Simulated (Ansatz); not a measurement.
ZnO under a change: pressure −1 GPa

The parent structure is ZnO in the wurtzite structure (space group P6_3mc, No. 186; a = 3.2795 Å, c = 5.2937 Å).

It is then changed as follows: hydrostatic tension (pressure −1 GPa).

The values are results of PBE (Ansatz, a quantum-chemistry and plane-wave program), no spin-orbit coupling, not measurements. Γ-centred 12×12×6 mesh, Fermi–Dirac width 0.05 eV.

The volume per atom increases by 0.097 Å³ (12.33 Å³ → 12.42 Å³) and the density shrinks by 0.04 g/cm³ (5.48 g/cm³ → 5.44 g/cm³). The lattice parameter a grows by 0.9 pm to 328.8 pm and the c/a ratio stays 1.614. The shortest interatomic distance increases by 0.5 pm (199.9 pm → 200.4 pm) and the band gap falls by 0.01 eV (0.74 eV → 0.73 eV). The gap character remains direct at Γ and the width of the top valence band is nearly the same (1.71 eV against 1.69 eV). The electron mass changes from 0.14 mₑ (at Γ) to 0.13 mₑ (at Γ) and the valence-band top at Γ (three highest levels, from the VBM) stays 0.00, 0.00, -0.08 eV.

Load acts through the strain it causes; cell and atoms are relaxed under it. Masses are band curvatures over ±0.01 Å⁻¹ around the edge. Stability against distortions was not tested.
